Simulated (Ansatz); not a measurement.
Given:

```
SnO2
1.0
    4.76918     0.00000     0.00000
    0.00000     4.76918     0.00000
    0.00000     0.00000     3.19273
Sn O
2 4
Direct
  0.00000   0.00000   0.00000
  0.50000   0.50000   0.50000
  0.30600   0.30600   0.00000
  0.80600   0.19400   0.50000
  0.19400   0.80600   0.50000
  0.69400   0.69400   0.00000
```

No spin polarisation.

Calculations: plane-wave PAW DFT at the PBEsol level (Ansatz, a program for electronic structure, 420 eV), no spin-orbit coupling. k-mesh 7×7×10 (Γ-centred); smearing 0.05 eV (Fermi–Dirac).

Predict the pressure and gap character.

The pressure (mean of the normal stresses, compression positive) is 1.41 GPa and the gap character comes out as direct at Γ.

The cells carry an imposed strain or load. No phonon test of stability was made. The cell was made from SnO2 in the rutile structure (space group P4_2/mnm, No. 136) by this change: uniaxial strain ε_zz = −0.60 %.
